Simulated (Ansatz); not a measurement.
**A self-consistent single point of SiRh (P6/mmm, 6 atoms in the cell) with Ansatz (an electronic-structure program)**

Computed with PBE (plane waves, PAW; Ansatz).

Input:

Ansatz 0.2 input:
```yaml
# SiRh
crystal:
  lattice:
    - [5.07845900, 0.00000000, 0.00000000]
    - [-2.53923000, 4.39807400, 0.00000000]
    - [0.00000000, 0.00000000, 4.09788200]
  atoms:
    - { symbol: Rh, position: [0.50000000, 0.00000000, 0.00000000] }
    - { symbol: Rh, position: [0.50000000, 0.50000000, 0.00000000] }
    - { symbol: Rh, position: [0.00000000, 0.50000000, 0.00000000] }
    - { symbol: Si, position: [0.00000000, 0.00000000, 0.00000000] }
    - { symbol: Si, position: [0.33333300, 0.66666700, 0.50000000] }
    - { symbol: Si, position: [0.66666700, 0.33333300, 0.50000000] }
basis:
  ecutwfc: 420.0
kpoints:
  mp_grid: { grid: [5, 5, 6] }
hamiltonian:
  xc: pbe
  pseudopotentials: { kind: paw }
scf:
  occupations: { method: cold, width: 0.272 }
output:
  forces: true
  eigenvalues: true
  stress: true
```

Output (repeated stretches shortened):

```
WARN the atoms were moved onto the symmetric positions of the space group found under crystal.symmetry.tolerance 1.0e-5 (fractional …
WARN ansatz: RAYON_NUM_THREADS=1 ignored (pool sized by the plan → 1); use --threads N
Pseudopotentials: kind: paw
Pseudopotential: Rh, paw, valence charge 17
Pseudopotential: Si, paw, valence charge 4
Crystal: 6 atoms, lattice volume = 91.528 Å³
Basis set: ecut = 420 eV, 1807 PW (Γ), exchange–correlation on 72×72×60 points (8 copies of the dense FFT grid, shifted against one another)
Bands: 38, of which v1, the nominal top of the filled ones, is band 32 counted from 1 (31 counted from 0)
Symmetry: 24 space group operations
Space group: P6/mmm (ITA 191), of the structure as read, at distance tolerance 4.5e-5 Å
k-points: 20 of 150
Initial density: superposition of atomic densities (neutral atoms: chi_scale 0, normalization atom), corrected by the library's trained network
Initial wavefunctions: pseudopotential atomic-orbital guess
Eigensolver: davidson
Functional: x = pbe(κ = 0.804, μ = 0.2195149727645171), c = pbe(β = 0.06672455060314922)
SCF iter   1: F=—  HF=-21118.287181 eV  |F-HF|=—  |Δ(HF+E_count)|=         —  Δρ=5.62e-3  dr2=1.13e-2  ethr=1.77e-3  ⟨swp⟩=5.9  Hψ=2954  notcnv=0
all-band conjugate gradients solve this SCF's bands
preconditioner: auto → Kerker (q_TF=auto, 2.564 Å⁻¹)
SCF iter   2: F=—  HF=-21118.287954 eV  |F-HF|=—  |Δ(HF+E_count)|=   7.73e-4  S|Δr|=    0.00e0  Δρ=2.99e-3  dr2=4.29e-3  ethr=1.79e-5  ⟨swp⟩=2.1  Hψ=1284  notcnv=0
SCF iter   3: F=—  HF=-21118.287736 eV  |F-HF|=—  |Δ(HF+E_count)|=   2.18e-4  S|Δr|=    0.00e0  Δρ=5.23e-4  dr2=3.41e-4  ethr=6.81e-6  ⟨swp⟩=2.4  Hψ=1092  notcnv=0
SCF iter   4: F=—  HF=-21118.287729 eV  |F-HF|=—  |Δ(HF+E_count)|=   7.45e-6  S|Δr|=    0.00e0  Δρ=1.85e-4  dr2=5.23e-5  ethr=5.42e-7  ⟨swp⟩=2.5  Hψ=1120  notcnv=0
SCF iter   5: F=—  HF=-21118.287723 eV  |F-HF|=—  |Δ(HF+E_count)|=   5.32e-6  S|Δr|=    0.00e0  Δρ=6.16e-5  dr2=7.05e-6  ethr=8.31e-8  ⟨swp⟩=2.0  Hψ=1108  notcnv=0
SCF iter   6: F=—  HF=-21118.287727 eV  |F-HF|=—  |Δ(HF+E_count)|=   3.86e-6  S|Δr|=    0.00e0  Δρ=2.20e-5  dr2=9.12e-7  ethr=1.12e-8  ⟨swp⟩=2.0  Hψ=1109  notcnv=0
SCF iter   7: F=-21118.287727 eV  HF=-21118.287727 eV  |F-HF|=5.17e-10  |Δ(HF+E_count)|=   2.70e-7  S|Δr|=    0.00e0  Δρ=5.34e-6  dr2=3.54e-8  ethr=1.59e-10  ⟨swp⟩=6.1  Hψ=3428  notcnv=0
SCF 1 converged in 7 iterations: F = -21118.287727 eV  dr2 = 3.54e-8
SCF converged after 7 iterations
Stability not checked (fill_not_monotonic)
Free energy (F): -21118.287727 eV
Harris-Foulkes:  -21118.287727 eV  (|F-HF|=5.17e-10)
Internal energy: -21118.310456 eV  (E = F + TS)
E sigma→0 (E₀):  -21118.295303 eV
Entropy (-TS):   0.022728 eV (3.788 meV/atom)
Fermi energy:    14.764890 eV
--- Per-component energies (eV) ---
  E_band       = -533.767523
  E_kinetic    = 1857.462008
  E_local      = -8121.436292  (includes V_loc(G=0)·N_el)
  E_nonlocal   = 1138.195168
  E_hartree    = 3199.581027
  E_xc         = -837.226406
  E_vxc        = -984.184255  (∫ρ·V_xc dr)
  E_paw        = -12299.915189  (= ΣΔE_a)
  E_vpaw       = -822.965168  (= ΣTr[D̂ρ^β])
  E_aug_tail   = 0.002608  (compensation charges beyond the density's cutoff)
  E_ewald      = -6054.973379
  E_smearing   = 0.022728  (= −TS)
  E_closure    = -0.000000  (closes the sum)
  Σ components = -21118.287727   (vs F -21118.287727, Δ=0.00e0)
--- Forces (eV/Å), atoms counted from 1 ---
  atom   1  Rh     0.00000000     0.00000000     0.00000000
   [... zero for the other atoms too ...]
  max |Σ_I F_I| component: 9.25e-18 eV/Å
--- Stress (GPa, compression-positive) ---
       18.088014      -0.000000      -0.000000
       -0.000000      18.088014       0.000000
       -0.000000       0.000000     -13.041802
  P = ⅓ Tr σ = 7.7114 GPa (77.114 kbar)
  The stress holds the Pulay correction. Without it, at fixed plane waves, as pw.x and ABINIT print it: P = 7.6370 GPa
--- Band table (eV; the first three rows and the last of 20) ---
  k-point 0: bands = ["-63.8127", "-63.6942", "-63.6942", "-32.2711", "-31.8832", "-31.8832", "-31.7817", "-31.6633", "-31.6633", "-31.4095", "-31.3292", "-31.3292", "3.3688", "6.1009", "8.3193", "8.6597", "9.3252", "9.3261", "9.3261", "10.2685", [...]
  k-point 1: bands = ["-63.8127", "-63.6942", "-63.6942", "-32.2708", "-31.8831", "-31.8831", "-31.7830", "-31.6640", "-31.6640", "-31.4094", "-31.3292", "-31.3292", "3.6328", "6.1172", "7.5245", "8.4592", "9.4875", "9.4875", "10.4433", "10.4433", [...]
  k-point 2: bands = ["-63.8126", "-63.6942", "-63.6942", "-32.2703", "-31.8830", "-31.8830", "-31.7856", "-31.6654", "-31.6654", "-31.4094", "-31.3292", "-31.3292", "4.3711", "6.0143", "6.8119", "7.8606", "9.7090", "9.7090", "10.3206", "10.3206", [...]
  k-point 19: bands = ["-63.7658", "-63.7414", "-63.6942", "-32.0016", "-31.8245", "-31.7405", "-31.7392", "-31.7144", "-31.6662", "-31.5928", "-31.5640", "-31.4082", "6.0662", "6.2876", "6.8117", "8.6610", "8.9695", "9.6751", "9.8507", "10.4122", [...]
```

The run converged in 7 iterations.

The starting cell was generated: these elements placed on a structure prototype, without a prior relaxation; it need not be a known phase or ordering of this composition. Its lattice was rescaled by a random factor within 2.5 % of one. Spin polarisation is off. With a pressure of about 8 GPa the cell is away from its equilibrium volume at this level. Ansatz's pressure includes its estimate of the finite-basis (Pulay) stress.
